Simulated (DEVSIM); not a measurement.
System: illuminated GaAs p-on-n cell, one wavelength, at 350 K.

Layer 1 from the left is GaAs, thickness (μm) 0.140, Na (cm⁻³) 1.1e18, τn (s) 1.2e-9, τp (s) 3.6e-10, absorption coefficient (cm⁻¹) 12000. Layer 2 from the left is GaAs, thickness (μm) 1.20, Nd (cm⁻³) 1.4e16, τn (s) 2e-8, τp (s) 2e-8, absorption coefficient (cm⁻¹) 12000.

Left contact: ohmic, minority electron recombination velocity 9e6 cm/s. Right contact: ohmic, minority hole recombination velocity 80000 cm/s. Voltage is applied to the left contact. Recombination: SRH at mid-gap, radiative, Auger. Light enters at the left, 4.2e16 photons cm⁻² s⁻¹, one pass, no reflection. Mobility is μmin + (μ − μmin)/(1 + (N/Nref)^α).

Constants are typed, rounded textbook-type inputs, not results; the design itself was drawn at random and stands for no fabricated device. Values at 300 K; Nc and Nv go as T^1.5, mobilities as T to minus their exponent, the gap by Varshni's rule with the affinity fixed.

GaAs: gap (eV) 1.424, affinity (eV) 4.07, permittivity 12.9, Nc (cm⁻³) 4.7e17, Nv (cm⁻³) 9e18, μn (cm²/Vs) 8500, μp (cm²/Vs) 400, μn,min 500, μp,min 20, Nref,n 6e16, Nref,p 1.5e17, αn 0.39, αp 0.38, T exponent of μn 2.1, T exponent of μp 2.2, B (cm³/s) 2e-10, Cn (cm⁶/s) 1e-30, Cp (cm⁶/s) 1e-30, Varshni α (eV/K) 0.000541, Varshni β (K) 204.

Model (solved in DEVSIM): 1D drift-diffusion, Boltzmann statistics, complete ionisation; no tunnelling, impact ionisation, image-force lowering or self-heating.

Problem. What does the simulation give for the fill factor, the potential step across the device at zero bias, the short-circuit current?

Solution. fill factor 0.78; potential step across the device at zero bias 1.218 V; short-circuit current 4.47 mA/cm².
